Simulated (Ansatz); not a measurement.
Cell and atoms of amorphous Al$_{28}$O$_{44}$Ge:

```
Al28GeO44
1.0
    9.43158    -0.00709     0.10397
   -0.00709     9.57129    -0.16223
    0.10397    -0.16223     8.94490
Al O Ge
28 44 1
Direct
  0.84847   0.62971   0.42653
  0.82665   0.33194   0.51926
  0.76970   0.97312   0.96055
  0.31140   0.32208   0.61271
  0.52456   0.39399   0.10362
  0.04656   0.93643   0.32404
  0.22731   0.98230   0.11233
  0.02174   0.66571   0.11559
  0.52056   0.52164   0.77653
  0.25067   0.24203   0.24501
  0.70708   0.89415   0.40829
  0.99336   0.88473   0.60961
  0.99810   0.39920   0.74249
  0.73805   0.06237   0.66217
  0.20360   0.59493   0.79766
  0.71230   0.29296   0.87892
  0.51491   0.78882   0.69302
  0.68487   0.69638   0.11984
  0.02404   0.07132   0.85806
  0.90677   0.24652   0.14124
  0.54578   0.49400   0.45028
  0.18882   0.30006   0.96773
  0.49945   0.96496   0.14977
  0.65112   0.19901   0.34861
  0.33594   0.65390   0.13327
  0.29462   0.73004   0.48218
  0.13719   0.50188   0.42106
  0.84537   0.68205   0.79832
  0.64656   0.87210   0.06302
  0.08482   0.31336   0.14816
  0.52452   0.58987   0.12187
  0.00605   0.57594   0.80808
  0.01708   0.26511   0.87269
  0.89247   0.71983   0.59471
  0.27066   0.61533   0.31385
  0.48963   0.66624   0.49642
  0.88388   0.94761   0.41851
  0.54404   0.34942   0.30314
  0.00470   0.39809   0.53903
  0.44990   0.92817   0.84592
  0.99456   0.58521   0.30329
  0.73489   0.48864   0.46642
  0.55062   0.38690   0.90018
  0.74109   0.31933   0.07182
  0.33605   0.35515   0.09274
  0.68368   0.19695   0.54444
  0.92776   0.06370   0.67604
  0.25436   0.34308   0.42081
  0.84652   0.64813   0.03244
  0.80786   0.36719   0.73000
  0.22147   0.39937   0.78468
  0.35898   0.84123   0.14566
  0.38537   0.10625   0.16417
  0.83569   0.24368   0.32701
  0.07144   0.84797   0.14631
  0.72871   0.72942   0.31263
  0.14753   0.08007   0.27284
  0.90714   0.07578   0.03927
  0.20046   0.59982   0.58806
  0.65388   0.65606   0.77330
  0.65293   0.90627   0.59909
  0.12987   0.84585   0.46451
  0.68924   0.10816   0.85149
  0.47707   0.41264   0.61403
  0.18637   0.61549   0.01482
  0.38713   0.64920   0.80398
  0.86567   0.86236   0.84146
  0.37111   0.87122   0.58742
  0.19822   0.09594   0.95466
  0.12740   0.91854   0.76298
  0.61017   0.01998   0.30526
  0.30666   0.14981   0.65673
  0.30862   0.98721   0.73747
```

Methods: PBE, scalar-relativistic without spin-orbit coupling (Ansatz, an electronic-structure program); r2SCAN, scalar-relativistic without spin-orbit coupling (Ansatz); HSE06, scalar-relativistic without spin-orbit coupling (Ansatz). Neutral PBE cell, which sets geometry, pressure and energy: sampling: a 2×2×2 Γ-centred mesh; Fermi-Dirac width 0.02 eV; no spin polarisation. Exact exchange is cut at the faces of this 9 Å cell, which leaves hybrid gaps a finite-size error.

The cell was made by melting and quenching with the CHGNet potential and then relaxed with DFT. O atoms were pushed apart under 1.9 Å during the dynamics, to hinder bonds among them. The hot cell started wider than the set density and was brought back towards it in steps. It is the lowest in DFT energy of 2 quenches. It is a model cell: composition and starting density were chosen by hand, and all elements were melted together. No dispersion term was used. Its density started from a set value of 3.15 and ended at 3.15 g/cm³. The simulated quench (nominally 410 K/ps over its main leg) is rapid and tends to freeze in more defects than a deposited or slowly cooled glass has. Values belong to this one cell and scatter from quench to quench. The volume was held where the preparation left it and the shape relaxed.

Task: Give the pressure and the spacing of the highest filled and lowest empty levels.

Result: 
```json
{
 "Pressure on a 2×2×2 Γ-centred mesh": "-0.05 GPa",
 "Largest force and stress component on that mesh (the relaxation ran on the zone centre alone)": "0.04 eV/Å and 0.1 GPa",
 "Level gap on a 2×2×2 Γ-centred mesh (PBE)": "3.32 eV",
 "Level gap at the zone centre (PBE)": "3.32 eV",
 "Level gap at the zone centre (r2SCAN)": "3.97 eV",
 "Level gap at the zone centre (HSE06)": "5.05 eV",
 "Distance between the nearest levels spread over more than a fifth of the atoms or a third of the atoms of their main element (six at least) (PBE, zone centre)": "3.90 eV"
}
```

Task: At PBE and the zone centre, how localised are the states just below and above the Fermi level (participation number: the atoms over which a state spreads)?

Result: The highest filled state is spread over 2.5 atoms' worth, largest on O40, with weights by element (charge in smoothed Voronoi cells) O 0.95, Al 0.03, Ge 0.02. The lowest empty state is spread over 61.1 atoms' worth, largest on Al24, with weights by element (charge in smoothed Voronoi cells) O 0.58, Al 0.39, Ge 0.02.

At PBE the levels at the filled edge of the gap are localised (band-tail or defect states), and the nearest spread-out levels lie 3.9 eV apart at the zone centre.

Neighbours within Al-Al 2.66 Å, Al-O 2.28 Å, Al-Ge 2.65 Å, O-O 1.58 Å, O-Ge 2.23 Å, Ge-Ge 2.81 Å count as bonded. Two cations that share two anions don't count as bonded, nor two that share one unless they lie closer than Al-Al 2.59 Å, Al-Ge 2.58 Å, Ge-Ge 2.57 Å.

Added carriers, by PBE, scalar-relativistic without spin-orbit coupling (Ansatz) on the zone centre alone. Charged cells keep the cell fixed and stand in a uniform background, with no image correction, at a width of 0.01 eV; where the count is odd the moment is locked at 1 μB, unless the neutral cell bore moments. Each starts from the undistorted neutral geometry alone. PBE's self-interaction favours spread-out carriers, so it can miss traps that a hybrid finds.

Task: What happens at PBE when the cell takes an extra electron and the atoms relax?

Result: Relaxation lowers the charged cell by 0.07 eV. The largest moves are O44 0.17 Å, O71 0.13 Å, O53 0.10 Å, Al11 0.09 Å. The level that holds the added charge spreads over 36.7 atoms' worth, most on Al23 (weight 0.07): a carrier spread over the cell. No bond crosses its cut-off with a change of over 0.15 Å (metal-metal contacts aside). Made neutral again at that geometry, the cell lies +0.24 eV from the neutral start.

Task: What happens at PBE when the cell takes a hole and the atoms relax?

Result: Relaxation lowers the charged cell by 0.09 eV. The largest moves are Al17 0.08 Å, O72 0.06 Å, Al12 0.06 Å, O63 0.05 Å. The level that was emptied spreads over 9.2 atoms' worth, most on O40 (weight 0.25): a partly localised carrier. No bond crosses its cut-off with a change of over 0.15 Å (metal-metal contacts aside). Made neutral again at that geometry, the cell lies +0.18 eV from the neutral start.
